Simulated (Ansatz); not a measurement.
CdGaNO (model structure, started from the AlSiCN type, P3m1, No. 156, 4 atoms in the cell): bulk modulus by level of theory

No measured value is used here.

```
level (code)     value (GPa)  cell (Å³/atom)
---------------  -----------  --------------
LDA (Ansatz)             153           12.81
PBE (Ansatz)             125           13.81
PBEsol (Ansatz)          140           13.25
r²SCAN (Ansatz)          [?]           13.32
```

Task: Complete the blanks.

Result: 
- r²SCAN (Ansatz, a first-principles code), value (GPa): 144

LDA, PBE, PBEsol, r²SCAN: the bulk modulus is −V dP/dV from two relaxed cells at ±2 % in volume. Each level is taken at its own relaxed cell. Cutoffs differ between the levels. Ansatz's density-functional and Hartree–Fock values are scalar-relativistic unless marked +SOC, with PAW data made under PBE.

A model structure was made by putting elements into a prototype or built by hand; it is no filed structure, need not be a known phase, and can be a saddle point held by its symmetry.
